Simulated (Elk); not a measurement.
Elk run on SrGa2 (P6/mmm, 3 atoms in the cell): self-consistent single point.

Method: PBEsol, all-electron FP-LAPW, Elk's shipped species files, APW+lo basis with extra local orbitals (Elk).

```xyz
3
Lattice="4.3079 0.0000 0.0000 -2.1539 3.7307 0.0000 0.0000 0.0000 4.8005" Properties=species:S:1:pos:R:3 pbc="T T T"
Sr     0.0000     0.0000     0.0000
Ga     0.0000     2.4871     2.4003
Ga     2.1539     1.2436     2.4003
```

Reference input (self-consistent single point, DFT, PBEsol, all-electron FP-LAPW, Elk's shipped species files, APW+lo basis with extra local orbitals): xctype = 22; rgkmax = 7.5; stype = 0; swidth = 0.00999582 Ha; ngridk = 5 5 4; gmaxvr = 16 1/bohr; nxlo = 2; lorbcnd = true; rmtscf = 0.92; lmaxi = 2; maxscl = 100. This run's input differs from it in these lines:

```diff
@@ -28,3 +28,3 @@
 swidth
-  0.00999582
+  0.00367493
```

Output (repeated stretches shortened):

```
│ Self-consistent loop started │
│ Loop number : 1 │
 total energy                :     -7066.20821663
│ Loop number : 2 │
 total energy                :     -7066.26414942
RMS change in Kohn-Sham potential (target) :   0.1128634432     (  0.1000000000E-05)
Absolute change in total energy (target)   :   0.5593279138E-01 (  0.1000000000E-03)
│ Loop number : 3 │
 total energy                :     -7066.17507488
RMS change in Kohn-Sham potential (target) :   0.1106126932     (  0.1000000000E-05)
Absolute change in total energy (target)   :   0.7509135118E-01 (  0.1000000000E-03)
│ Loop number : 4 │
   [... lines left out ...]
Absolute change in total energy (target)   :   0.4217065471E-03 (  0.1000000000E-03)
│ Loop number : 14 │
 total energy                :     -7063.42059111
RMS change in Kohn-Sham potential (target) :   0.9039647872E-07 (  0.1000000000E-05)
Absolute change in total energy (target)   :   0.1460579333E-03 (  0.1000000000E-03)
│ Loop number : 15 │
 total energy                :     -7063.42058680
RMS change in Kohn-Sham potential (target) :   0.3094086922E-07 (  0.1000000000E-05)
Absolute change in total energy (target)   :   0.4082919804E-04 (  0.1000000000E-03)
Convergence targets achieved

│ Loop number : 16 │

Energies :
 Fermi                       :     0.199652949339
 total energy                :     -7063.42058621

Density of states at Fermi energy :    44.75781334
 (states/Hartree/unit cell)

Estimated indirect band gap :   0.6748701996E-02
 from k-point     13 to k-point     10
Estimated direct band gap   :   0.2156694739E-01
 at k-point     10

Charges :
 core                        :    64.00000000
 valence                     :    36.00000000
 interstitial                :    5.756341563
 muffin-tins (core leakage)
  species :    1 (Sr)
   atom    1                 :    35.63972899     (  0.1022021265E-03)
  species :    2 (Ga)
   atom    1                 :    29.30196472     (  0.2077695017E-02)
   atom    2                 :    29.30196472     (  0.2077695017E-02)
 total in muffin-tins        :    94.24365844
 total calculated charge     :    99.99024163
 total charge                :    100.0000000
 error                       :   0.9758366879E-02

│ Self-consistent loop stopped │
```

The run converged in 16 iterations. The count includes the last loop, which Elk runs after its targets are met. Against the reference run the total energy drops by 7.9 meV/atom.

The starting cell comes from a database of computed structures (which also holds hypothetical and non-ambient phases and stackings), without a prior relaxation at this level. Values depend on the basis (sphere radii, cutoffs, local orbitals), which need not be converged. The log's line on a gap gives a spacing of levels on this mesh, which the program prints for metals too.
